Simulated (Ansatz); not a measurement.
Output of an Ansatz run (abridged):

```
WARN ansatz: RAYON_NUM_THREADS=1 ignored (pool sized by the plan → 1); use --threads N
Pseudopotentials: kind: paw
Pseudopotential: Zr, paw, valence charge 12
Crystal: 4 atoms, lattice volume = 198.229 Å³
Basis set: ecut = 420 eV, 3851 PW (Γ)
Bands: 29, of which v1, the nominal top of the filled ones, is band 24 counted from 1 (23 counted from 0)
Symmetry: 8 space group operations
Space group: Cmme (ITA 67), of the structure as read, at distance tolerance 5.8e-5 Å
k-points: 43 of 144
PAW frozen core: Zr, regenerated for the run's functional, and the local potential with it
Initial density: superposition of atomic densities (neutral atoms: chi_scale 0, normalization atom), corrected by the library's trained network
Initial wavefunctions: pseudopotential atomic-orbital guess
Eigensolver: davidson
Functional: x = slater, c = lda
SCF iter   1: F=—  HF=-16307.481411 eV  |F-HF|=—  |Δ(HF+E_count)|=         —  Δρ=5.24e-3  dr2=5.23e-1  ethr=1.77e-3  ⟨swp⟩=6.1  Hψ=5558  notcnv=0
all-band conjugate gradients solve this SCF's bands
preconditioner: auto → LDOS
SCF iter   2: F=—  HF=-16307.470158 eV  |F-HF|=—  |Δ(HF+E_count)|=   1.13e-2  Δρ=1.34e-3  dr2=8.69e-3  ethr=1.09e-3  ⟨swp⟩=1.2  Hψ=1602  notcnv=0
SCF iter   3: F=—  HF=-16307.470612 eV  |F-HF|=—  |Δ(HF+E_count)|=   4.54e-4  Δρ=3.86e-4  dr2=2.15e-3  ethr=1.81e-5  ⟨swp⟩=2.2  Hψ=1886  notcnv=0
SCF iter   4: F=—  HF=-16307.470604 eV  |F-HF|=—  |Δ(HF+E_count)|=   8.90e-6  Δρ=1.49e-4  dr2=9.88e-5  ethr=4.47e-6  ⟨swp⟩=1.0  Hψ=1249  notcnv=0
SCF iter   5: F=—  HF=-16307.470466 eV  |F-HF|=—  |Δ(HF+E_count)|=   1.38e-4  Δρ=4.13e-5  dr2=5.66e-6  ethr=2.06e-7  ⟨swp⟩=2.3  Hψ=2104  notcnv=0
SCF iter   6: F=—  HF=-16307.470467 eV  |F-HF|=—  |Δ(HF+E_count)|=   8.84e-7  Δρ=1.40e-5  dr2=1.26e-6  ethr=1.18e-8  ⟨swp⟩=2.5  Hψ=2268  notcnv=0
SCF iter   7: F=—  HF=-16307.470467 eV  |F-HF|=—  |Δ(HF+E_count)|=   7.67e-9  Δρ=4.17e-6  dr2=1.14e-7  ethr=2.62e-9  ⟨swp⟩=2.5  Hψ=1948  notcnv=0
SCF iter   8: F=-16307.470467 eV  HF=-16307.470467 eV  |F-HF|=6.48e-9  |Δ(HF+E_count)|=   8.01e-9  Δρ=1.39e-6  dr2=1.39e-8  ethr=2.08e-10  ⟨swp⟩=5.9  Hψ=4982  notcnv=0
SCF 1 converged in 8 iterations: F = -16307.470467 eV  dr2 = 1.39e-8
SCF converged after 8 iterations
Free energy (F): -16307.470467 eV
Harris-Foulkes:  -16307.470467 eV  (|F-HF|=6.48e-9)
Internal energy: -16307.184833 eV  (E = F + TS)
E sigma→0 (E₀):  -16307.327650 eV
Entropy (-TS):   -0.285634 eV (-71.408 meV/atom)
Fermi energy:    4.200497 eV
--- Per-component energies (eV) ---
  E_band       = -841.690074
  E_kinetic    = 1326.343924
  E_local      = -26373.436309  (includes V_loc(G=0)·N_el)
  E_nonlocal   = 341.699864
  E_hartree    = 12477.378421
  E_xc         = -636.278105
  E_vxc        = -755.160225  (∫ρ·V_xc dr)
  E_paw        = -11397.779108  (= ΣΔE_a)
  E_vpaw       = -335.875881  (= ΣTr[D̂ρ^β])
  E_aug_tail   = 0.000093  (compensation charges beyond the density's cutoff)
  E_ewald      = 7953.404784
  E_core_change = 1.481604  (= ΣΔE_core)
  E_smearing   = -0.285634  (= −TS)
  E_closure    = -0.000000  (closes the sum)
  Σ components = -16307.470467   (vs F -16307.470467, Δ=0.00e0)
--- Forces (eV/Å), atoms counted from 1 ---
  atom   1  Zr    -0.00000000     0.00000000     0.84885599
  atom   2  Zr     0.00000000     0.00000000    -0.50420925
  atom   3  Zr     0.00000000     0.00000000     0.50420925
  atom   4  Zr     0.00000000    -0.00000000    -0.84885599
  max |Σ_I F_I| component: 0.00e0 eV/Å
--- Stress (GPa, compression-positive) ---
       -5.709876      -0.031094      -0.000000
       -0.031094      -5.731863       0.000000
       -0.000000       0.000000      -4.201871
  P = ⅓ Tr σ = -5.2145 GPa (-52.145 kbar)
  The stress holds the Pulay correction. Without it, at fixed plane waves, as pw.x and ABINIT print it: P = -5.2200 GPa
--- Band table (eV; the first three rows and the last of 43) ---
  k-point 0: bands = ["-44.4578", "-44.4572", "-44.0786", "-44.0027", "-22.7515", "-22.6711", "-22.2486", "-22.2143", "-22.2090", "-22.0442", "-22.0442", "-21.8792", "-21.8422", "-21.7296", "-21.6864", "-21.6825", "-0.7587", "0.0757", "0.9838", [...]
  k-point 1: bands = ["-44.4526", "-44.4520", "-44.0725", "-43.9991", "-22.7376", "-22.6658", "-22.2895", "-22.2429", "-22.1956", "-22.0689", "-22.0683", "-21.9200", "-21.8245", "-21.7596", "-21.7109", "-21.7002", "-0.5861", "0.2414", "1.1536", [...]
  k-point 2: bands = ["-44.4382", "-44.4379", "-44.0555", "-43.9895", "-22.6996", "-22.6529", "-22.3874", "-22.3463", "-22.2092", "-22.1085", "-22.1018", "-22.0113", "-21.8678", "-21.8225", "-21.7500", "-21.7127", "-0.1041", "0.6855", "1.5907", [...]
  k-point 42: bands = ["-44.3275", "-44.3272", "-43.9390", "-43.8849", "-22.8686", "-22.8630", "-22.5578", "-22.5518", "-22.5434", "-22.5230", "-22.4907", "-22.4119", "-22.2198", "-22.1038", "-22.0472", "-21.8047", "1.7500", "1.9220", "2.0112", [...]
```

The structure:

```
CELL_PARAMETERS angstrom
      3.11734     0.00000     0.00000
     -4.15646     2.93906     0.00000
      0.00000     0.00000    21.63591
ATOMIC_POSITIONS crystal
  Zr 0.00000 0.25000 0.32354
  Zr 0.00000 0.75000 0.44118
  Zr 0.00000 0.25000 0.55882
  Zr 0.00000 0.75000 0.67646
```

Task: Reconstruct the input of this run.

Result: Other spellings and defaults could give the same log, and not every line can be read from it. The input that was run (DFT, LDA (PW92), plane waves, default PAW files made with PBE):

Ansatz 0.2 input:
```yaml
# Zr
crystal:
  lattice:
    - [3.11734300, 0.00000000, 0.00000000]
    - [-4.15645800, 2.93905900, 0.00000000]
    - [0.00000000, 0.00000000, 21.63590800]
  atoms:
    - { symbol: Zr, position: [1.00000000, 0.25000000, 0.32353600] }
    - { symbol: Zr, position: [0.00000000, 0.75000000, 0.44117900] }
    - { symbol: Zr, position: [0.00000000, 0.25000000, 0.55882100] }
    - { symbol: Zr, position: [0.00000000, 0.75000000, 0.67646400] }
basis:
  ecutwfc: 420.0 eV
kpoints:
  mp_grid: { grid: [12, 12, 1] }
hamiltonian:
  xc: lda
  pseudopotentials: { kind: paw }
scf:
  occupations: { method: fermi_dirac, width: 0.1 eV }
output:
  forces: true
  eigenvalues: true
  stress: true
```

The starting cell comes from a database of computed structures (which also holds hypothetical and non-ambient phases and stackings), without a prior relaxation at this level. The slab is cut from that crystal, and its faces are unrelaxed. Its lattice was rescaled by up to half a per cent.

Ansatz is a quantum-chemistry and plane-wave program.
